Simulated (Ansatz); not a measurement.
The reference is CdSe in the zinc blende structure (space group F-43m, No. 216; a = 6.082 Å).

Method: Ansatz (a quantum-chemistry and plane-wave program), PBEsol, PAW, cutoff 420 eV, no SOC.

One change was made to it. Results:

```
quantity                                  base            after
-----------------------------  ---------------  ---------------
band gap                               0.48 eV          0.51 eV
electron mass                  0.049 mₑ (at Γ)  0.051 mₑ (at Γ)
shortest interatomic distance          2.633 Å          2.619 Å
```

Q: Which of these changes matches the shifts?
A. pressure 0.9 GPa
B. pressure 2.1 GPa
C. pressure −2 GPa
D. pressure 15 GPa
E. pressure 4.5 GPa

A: A, pressure 0.9 GPa. For comparison, the electron mass in the other runs: pressure −2 GPa gives 0.042 mₑ (at Γ); pressure 15 GPa gives 0.072 mₑ (at Γ); pressure 2.1 GPa gives 0.054 mₑ (at Γ); pressure 4.5 GPa gives 0.059 mₑ (at Γ).

Load acts through the strain it causes; cell and atoms are relaxed under it. Masses are band curvatures over ±0.01 Å⁻¹ around the edge. Whether these cells are dynamically stable was not tested. Tetrahedral semiconductors of this kind turn to denser phases somewhere between about 1 and 50 GPa; those were not computed, so compressed cells here can lie past the real transition.
